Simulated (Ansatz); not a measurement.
We consider SiC (model structure, started from the CdTe type, P6₄22, No. 181, 6 atoms in the cell), described by G0W0@PBEsol (Ansatz, a program for electronic structure, plane waves, hard PAW, contour deformation).

The cell is the one relaxed with PBEsol. Conventional cell: a = 3.0673 Å, b = 3.0673 Å, c = 7.0225 Å, α = 90.00°, β = 90.00°, γ = 120.00°.

One run with a 6×6×2 mesh, response cutoff 150 eV and 438 empty bands, not extrapolated in mesh or basis; no spin–orbit coupling.

Some levels at Γ in eV, each set counted from its highest filled level:

```
row  degeneracy  PBEsol  quasiparticle
---  ----------  ------  -------------
1             1  -16.93            ___
2             2  -14.34         -14.52
3             2   -6.68          -6.80
4             1   -3.21          -3.32
5             2   -1.69          -1.71
6             2   -0.36          -0.34
7             1   -0.19          -0.18
8             1    0.00           0.00
9     2 or more    3.33            ___
```

Some entries are withheld; supply them.


- 1, quasiparticle: -17.14
- 9, quasiparticle: 4.14

Levels within 5 meV count as one row.

Note: the relaxation could raise the start's symmetry but not lower it, so the cell can be a saddle point.

A model structure was made by putting elements into a prototype or built by hand; it is no filed structure, need not be a known phase, and can be a saddle point held by its symmetry.
